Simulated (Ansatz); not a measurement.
Results of PBEsol (Ansatz, a quantum-chemistry and plane-wave program, PAW) for Nb₃Al (Pm-3n, No. 223, 8 atoms in the cell).

Numerical settings: plane-wave cutoff 520 eV, 12×12×12 k mesh, Fermi–Dirac smearing 0.05 eV, no spin polarisation, scalar-relativistic PAW data made under PBE.

Cell (relaxed at this level):

```
AlNb3
1.0
    5.14417     0.00000     0.00000
    0.00000     5.14417     0.00000
    0.00000     0.00000     5.14417
Al Nb
2 6
Direct
  0.00000   0.00000   0.00000
  0.50000   0.50000   0.50000
  0.25000   0.00000   0.50000
  0.75000   0.00000   0.50000
  0.50000   0.75000   0.00000
  0.50000   0.25000   0.00000
  0.00000   0.50000   0.75000
  0.00000   0.50000   0.25000
```

**Question.** Give the computed bulk modulus B0.

**Answer.** 
- bulk modulus B0 = 171 GPa

Note: the run has no spin polarisation, so it can have missed a magnetic state; the bulk modulus is −V dP/dV from two relaxed cells at ±2 % in volume; the relaxation could not lower the start's symmetry, so the cell can be a saddle point above a distorted one.

Static lattice: no zero-point or thermal effects.

Computing time: roughly 4 core-minutes.
